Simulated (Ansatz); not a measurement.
**GaN: response to strain**

Base system: GaN in the wurtzite structure (space group P6_3mc, No. 186).

```
CELL_PARAMETERS angstrom
      3.15179     0.00000     0.00000
     -1.57589     2.72953     0.00000
      0.00000     0.00000     5.13834
ATOMIC_POSITIONS crystal
  Ga 0.33333 0.66667 0.00030
  Ga 0.66667 0.33333 0.50030
  N  0.33333 0.66667 0.37670
  N  0.66667 0.33333 0.87670
```

Strains are applied to the cell and any free atomic positions relax.

All numbers come from LDA (Ansatz, a quantum-chemistry and plane-wave program, PAW, no SOC).

```json
[
 {"isotropic strain (%)": "-3", "band gap (eV)": "2.74"},
 {"isotropic strain (%)": "-2.4", "band gap (eV)": "?"},
 {"isotropic strain (%)": "-1.2", "band gap (eV)": "2.37"},
 {"isotropic strain (%)": "-0.6", "band gap (eV)": "2.25"},
 {"isotropic strain (%)": "0", "band gap (eV)": "2.13"}
]
```

Q: Fit E_g = E₀ + Dε (ε in %) to the rows shown and predict the withheld row.

A: Least squares on the printed values gives E₀ = 2.13 eV, D = -204 meV per % of strain (largest residual 0.00 eV); this predicts 2.62 eV, and the run gives 2.62 eV, in agreement.

Stability against distortions was not tested.
